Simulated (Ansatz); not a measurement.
Start from PbS in the rock salt structure (space group Fm-3m, No. 225).

```
CELL_PARAMETERS angstrom
      0.00000     2.98711     2.98711
      2.98711     0.00000     2.98711
      2.98711     2.98711     0.00000
ATOMIC_POSITIONS crystal
  S  0.00000 0.00000 0.00000
  Pb 0.50000 0.50000 0.50000
```

Cartesian axes are those of the cell as printed.

Level of theory: DFT with r2SCAN, PAW potentials and a 500 eV plane-wave cutoff in Ansatz (a quantum-chemistry and plane-wave program), scalar-relativistic without spin-orbit coupling.

Base values:

The pressure comes out as 0.01 GPa and the band gap is 0.69 eV.

Perturbation: compressive biaxial strain of 1.57 % in the plane normal to [110], as in epitaxy on a mismatched substrate; the out-of-plane cell vector and the atoms relax.

Q: Predict the new pressure.

A: The pressure (mean of the normal stresses, compression positive) grows by 1.19 GPa (0.01 GPa → 1.20 GPa).

Q: What happens to the band gap?

A: The band gap shrinks by 0.22 eV (0.69 eV → 0.47 eV).

With Pb present, leaving out spin-orbit coupling can change the band edges. Whether these cells are dynamically stable was not tested.
